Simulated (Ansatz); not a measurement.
## Response to strain in BeS

The parent structure is BeS in the zinc blende structure (space group F-43m, No. 216; a = 4.8761 Å).

Strains are applied to the cell and any free atomic positions relax.

All numbers come from plane-wave PAW DFT at the PBE level (Ansatz, a program for electronic structure, 420 eV), spin-orbit coupling left out.

```tsv
isotropic strain (%)	pressure (GPa)
-3	10.1
-2.5	8.1
-1.5	?
-0.5	1.4
0	0.0
1.5	-3.8
2	-4.9
2.5	-6.0
3	-7.0
```

Q: Fit P = P₀ − Bδ + Cδ² with δ = (1 + ε)³ − 1 to the rows shown and predict the withheld row.

A: Least squares on the printed values gives P₀ = 0.0 GPa, B = 95.3 GPa, C = 222 GPa (largest residual 0.1 GPa); this predicts 4.7 GPa, and the run gives 4.6 GPa, in agreement.

Stability against distortions was not tested.
